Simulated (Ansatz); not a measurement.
Take TiAl (space group P4/mmm, No. 123; a = 2.813 Å, c = 4.059 Å) as the base.

The values are results of Kohn–Sham DFT with the r2SCAN functional, run in Ansatz (a first-principles code) with PAW and 500 eV plane waves, no spin-orbit coupling, earlier PAW set, not measurements.

One change was made to it. Results:

The shortest interatomic distance falls by 0.007 Å (2.813 Å → 2.806 Å); the density increases by 0.03 g/cm³ to 3.90 g/cm³.

Which of these changes matches the shifts?
A) pressure 22.5 GPa
B) pressure 0.9 GPa
C) pressure 2.1 GPa

B, pressure 0.9 GPa. For comparison, the shortest interatomic distance in the other runs: pressure 2.1 GPa gives 2.797 Å; pressure 22.5 GPa gives 2.683 Å.

Load acts through the strain it causes; cell and atoms are relaxed under it. Whether these cells are dynamically stable was not tested. Competing high-pressure phases were not computed. The final runs are not spin-polarised.
